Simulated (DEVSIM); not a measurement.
System: Ge n+/n-/n+ resistor, at 300 K.

```
layer (left to right)  material  thickness (μm)  Nd (cm⁻³)  τn (s)  τp (s)
---------------------  --------  --------------  ---------  ------  ------
1                            Ge           0.880       2e17  2.1e-7  2.1e-7
2                            Ge            3.20     1.6e12  2.1e-7  2.1e-7
3                            Ge           0.510     4.2e18  2.1e-7  2.1e-7
```

Left contact: ohmic. Right contact: ohmic. Voltage is applied to the left contact. Recombination: SRH at mid-gap, Auger. Mobility is constant in doping.

The device is made up for the run: typed textbook-type constants, with dimensions and the other settings drawn at random. Values at 300 K.

| parameter | Ge |
|---|---|
| gap (eV) | 0.664 |
| affinity (eV) | 4 |
| permittivity | 16 |
| Nc (cm⁻³) | 1.04e19 |
| Nv (cm⁻³) | 6e18 |
| μn (cm²/Vs) | 3900 |
| μp (cm²/Vs) | 1900 |
| Cn (cm⁶/s) | 1e-31 |
| Cp (cm⁶/s) | 1e-31 |

Simulated with DEVSIM: 1D drift-diffusion, Boltzmann statistics, complete ionisation; no tunnelling, impact ionisation, image-force lowering or self-heating.

Task: Tabulate band edges, carrier densities and field at 1.15 V on the left contact.

Result: Energies count from the Fermi level of the right contact; mesh points crowd at the junctions.

```json
[
 {"x (μm)": "0.000", "Ec (eV)": "-1.048", "Ev (eV)": "-1.712", "n (cm⁻³)": "2.0e17", "p (cm⁻³)": "2.2e9", "field (V/cm)": "≈ 0"},
 {"x (μm)": "0.03172", "Ec (eV)": "-1.048", "Ev (eV)": "-1.712", "n (cm⁻³)": "2.0e17", "p (cm⁻³)": "2.1e9", "field (V/cm)": "≈ 0"},
 {"x (μm)": "0.1080", "Ec (eV)": "-1.048", "Ev (eV)": "-1.712", "n (cm⁻³)": "2.0e17", "p (cm⁻³)": "1.9e9", "field (V/cm)": "≈ 0"},
 {"x (μm)": "0.2745", "Ec (eV)": "-1.048", "Ev (eV)": "-1.712", "n (cm⁻³)": "2.0e17", "p (cm⁻³)": "1.5e9", "field (V/cm)": "≈ 0"},
 {"x (μm)": "0.6542", "Ec (eV)": "-1.048", "Ev (eV)": "-1.712", "n (cm⁻³)": "2.0e17", "p (cm⁻³)": "5.6e8", "field (V/cm)": "≈ 0"},
 {"x (μm)": "0.7979", "Ec (eV)": "-1.048", "Ev (eV)": "-1.712", "n (cm⁻³)": "2.0e17", "p (cm⁻³)": "2.0e8", "field (V/cm)": "18"},
 {"x (μm)": "0.8576", "Ec (eV)": "-1.044", "Ev (eV)": "-1.708", "n (cm⁻³)": "1.7e17", "p (cm⁻³)": "6.1e7", "field (V/cm)": "3600"},
 {"x (μm)": "0.8936", "Ec (eV)": "-0.997", "Ev (eV)": "-1.661", "n (cm⁻³)": "2.8e16", "p (cm⁻³)": "6.2e7", "field (V/cm)": "14000"},
 {"x (μm)": "0.9475", "Ec (eV)": "-0.942", "Ev (eV)": "-1.606", "n (cm⁻³)": "3.5e15", "p (cm⁻³)": "9.1e7", "field (V/cm)": "7900"},
 {"x (μm)": "1.069", "Ec (eV)": "-0.858", "Ev (eV)": "-1.522", "n (cm⁻³)": "2.4e14", "p (cm⁻³)": "1.1e8", "field (V/cm)": "6500"},
 {"x (μm)": "1.353", "Ec (eV)": "-0.682", "Ev (eV)": "-1.346", "n (cm⁻³)": "1.2e14", "p (cm⁻³)": "1.5e8", "field (V/cm)": "6000"},
 {"x (μm)": "2.450", "Ec (eV)": "-0.110", "Ev (eV)": "-0.774", "n (cm⁻³)": "1.7e14", "p (cm⁻³)": "3.8e8", "field (V/cm)": "4300"},
 {"x (μm)": "3.377", "Ec (eV)": "0.192", "Ev (eV)": "-0.472", "n (cm⁻³)": "3.2e14", "p (cm⁻³)": "1.6e12", "field (V/cm)": "2000"},
 {"x (μm)": "3.792", "Ec (eV)": "0.233", "Ev (eV)": "-0.431", "n (cm⁻³)": "8.7e14", "p (cm⁻³)": "8.0e12", "field (V/cm)": "-350"},
 {"x (μm)": "4.007", "Ec (eV)": "0.185", "Ev (eV)": "-0.479", "n (cm⁻³)": "7.9e15", "p (cm⁻³)": "1.3e12", "field (V/cm)": "-6200"},
 {"x (μm)": "4.062", "Ec (eV)": "0.123", "Ev (eV)": "-0.541", "n (cm⁻³)": "8.9e16", "p (cm⁻³)": "1.1e11", "field (V/cm)": "-23000"},
 {"x (μm)": "4.088", "Ec (eV)": "0.024", "Ev (eV)": "-0.640", "n (cm⁻³)": "4.0e18", "p (cm⁻³)": "2.5e9", "field (V/cm)": "-4300"},
 {"x (μm)": "4.131", "Ec (eV)": "0.023", "Ev (eV)": "-0.641", "n (cm⁻³)": "4.2e18", "p (cm⁻³)": "2.2e9", "field (V/cm)": "≈ 0"},
 {"x (μm)": "4.271", "Ec (eV)": "0.023", "Ev (eV)": "-0.641", "n (cm⁻³)": "4.2e18", "p (cm⁻³)": "1.6e9", "field (V/cm)": "≈ 0"},
 {"x (μm)": "4.449", "Ec (eV)": "0.023", "Ev (eV)": "-0.641", "n (cm⁻³)": "4.2e18", "p (cm⁻³)": "7.5e8", "field (V/cm)": "≈ 0"},
 {"x (μm)": "4.542", "Ec (eV)": "0.023", "Ev (eV)": "-0.641", "n (cm⁻³)": "4.2e18", "p (cm⁻³)": "3.2e8", "field (V/cm)": "≈ 0"},
 {"x (μm)": "4.590", "Ec (eV)": "0.023", "Ev (eV)": "-0.641", "n (cm⁻³)": "4.2e18", "p (cm⁻³)": "1.0e8", "field (V/cm)": "≈ 0"}
]
```
